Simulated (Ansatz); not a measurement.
```
C
1.0
    0.00000     1.76309     1.76309
    1.76309     0.00000     1.76309
    1.76309     1.76309     0.00000
C
2
Cartesian
  0.00000   0.00000   0.00000
  0.88155   0.88155   0.88155
```

The numbers are results of PBE, rigid bands (plane waves, PAW, scalar-relativistic; Ansatz, a quantum-chemistry and plane-wave program), not measurements. Condition of this run: hydrostatic pressure of 11 GPa (compression positive) (the target of the relaxation). How the cell was made: cell and atoms relaxed with PBEsol, then loaded as said.

Predict the hole conductivity mass (n e² τ/σ) at 300 K, by direction if it differs.

0.49 mₑ.

Predict the electron conductivity mass (n e² τ/σ) at 300 K, by direction if it differs.

0.41 mₑ.

And the band gap?

4.21 eV at this level; semilocal functionals usually fall short of the measured gap.

Rigid bands, one relaxation time for all states, no polarons. Spin-orbit coupling is left out. Geometry: cell and atoms relaxed with PBEsol.
